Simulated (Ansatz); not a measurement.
We consider ZnSe (model structure, started from the BeO type, P4₂/mnm, No. 136, 8 atoms in the cell), described by r²SCAN+rVV10 (Ansatz, a quantum-chemistry and plane-wave program, PAW).

Run with plane-wave cutoff 560 eV, 6×6×10 k mesh (along the axes of the cell as run), Fermi–Dirac smearing 0.01 eV, scalar-relativistic PAW data made under PBE.

Cell (relaxed at this level):

```xyz
8
Lattice="6.8479 0.0000 0.0000 0.0000 6.8479 0.0000 0.0000 0.0000 4.0199" Properties=species:S:1:pos:R:3 pbc="T T T"
Zn     2.2374     4.6106     0.0000
Zn     4.6106     2.2374     0.0000
Zn     5.6614     5.6614     2.0100
Zn     1.1866     1.1866     2.0100
Se     2.1358     2.1358     0.0000
Se     4.7122     4.7122     0.0000
Se     1.2882     5.5598     2.0100
Se     5.5598     1.2882     2.0100
```

Predict the band gap.


- band gap: 2.01 eV (direct)

Note: the relaxation could raise the start's symmetry but not lower it, so the cell can be a saddle point.

Spin–orbit coupling is not included.

The computed numbers hold no vibrational or temperature effects.

It cost roughly 4 core-minutes of CPU time.

A model structure was made by putting elements into a prototype or built by hand; it is no filed structure, need not be a known phase, and can be a saddle point held by its symmetry.
